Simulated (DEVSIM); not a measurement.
Device: illuminated CdTe p-on-n cell, one wavelength, at 400 K.

Layer 1 from the left is CdTe, thickness (μm) 0.480, Na (cm⁻³) 5.8e17, τn (s) 8.4e-10, τp (s) 1.3e-9, absorption coefficient (cm⁻¹) 16000. Layer 2 from the left is CdTe, thickness (μm) 3.50, Nd (cm⁻³) 1.9e16, τn (s) 2.2e-8, τp (s) 2.2e-8, absorption coefficient (cm⁻¹) 16000.

Left contact: ohmic, minority electron recombination velocity 300 cm/s. Right contact: ohmic, minority hole recombination velocity 5e5 cm/s. Voltage is applied to the left contact. Recombination: SRH at mid-gap, radiative, Auger. Light enters at the left, 3.3e16 photons cm⁻² s⁻¹, one pass, no reflection. Mobility is μmin + (μ − μmin)/(1 + (N/Nref)^α).

The device is made up for the run: typed textbook-type constants, with dimensions and the other settings drawn at random. Values at 300 K; Nc and Nv go as T^1.5, mobilities as T to minus their exponent, the gap by Varshni's rule with the affinity fixed.

CdTe: gap (eV) 1.5, affinity (eV) 4.28, permittivity 10.2, Nc (cm⁻³) 8e17, Nv (cm⁻³) 1.8e19, μn (cm²/Vs) 1000, μp (cm²/Vs) 80, μn,min 100, μp,min 10, Nref,n 1e17, Nref,p 1e17, αn 0.6, αp 0.6, T exponent of μn 1.7, T exponent of μp 1.5, B (cm³/s) 1e-10, Cn (cm⁶/s) 1e-30, Cp (cm⁶/s) 1e-30, Varshni α (eV/K) 0.00031, Varshni β (K) 108.

Model (solved in DEVSIM): 1D drift-diffusion, Boltzmann statistics, complete ionisation; no tunnelling, impact ionisation, image-force lowering or self-heating.

Dark forward current:

| |V| (V) | |J| (A/cm²) |
|---|---|
| 0.05 | 2.716e-8 |
| 0.10 | 8.018e-8 |
| 0.15 | 1.903e-7 |
| 0.20 | 4.239e-7 |
| 0.25 | 9.234e-7 |
| 0.30 | 1.997e-6 |
| 0.35 | 4.315e-6 |
| 0.40 | 9.360e-6 |
| 0.45 | 2.046e-5 |
| 0.50 | 4.536e-5 |
| 0.55 | 0.0001029 |
| 0.60 | 0.0002421 |
| 0.65 | 0.0006037 |
| 0.70 | 0.001633 |
| 0.75 | 0.004873 |
| 0.80 | 0.01609 |
| 0.85 | 0.05781 |
| 0.90 | 0.2203 |
| 0.95 | 0.8622 |
| 1.00 | 3.307 |
| 1.05 | 11.58 |
| 1.10 | 35.53 |
| 1.15 | 97.49 |
| 1.20 | 241.5 |
| 1.25 | 528.7 |
| 1.30 | 1015 |

Problem. Work out the local ideality factor n = ΔV / (kT/q · ln(J2/J1)) between the rows 0.15 and 0.20 V, 0.90 and 0.95 V, 1.25 and 1.30 V.

Solution. kT/q = 34.47 mV. From 0.15 to 0.20 V: ln(4.239e-7/1.903e-7) = 0.801, n = 1.81. From 0.90 to 0.95 V: ln(0.8622/0.2203) = 1.364, n = 1.06, near the 1 of diffusion or emission over a barrier. From 1.25 to 1.30 V: ln(1015/528.7) = 0.652, n = 2.22.

Problem. What current could the absorbed light give at most, and what share is collected?

Solution. Σ αd = 6.37, so qΦ(1 − exp(−Σ αd)) = 5.28 mA/cm². The simulated short-circuit current is 4.505 mA/cm², a share of 0.85.

Problem. Estimate the open-circuit voltage by superposition: the voltage at which the dark current equals that short-circuit current.

Solution. Interpolating ln J in the table gives 0.746 V. The simulation gives 0.746 V, the same within the digits that matter. Superposition holds where collection doesn't change with voltage.

Problem. Estimate the fill factor from FF0 = (v − ln(v + 0.72))/(v + 1), v = qVoc/(nkT), with n from the dark curve.

Solution. The rows about Voc, 0.70 and 0.75 V, give n = 1.33, so v = 16.3 and FF0 = 0.778. The simulation gives 0.755; the estimate lies 3.1 % above.
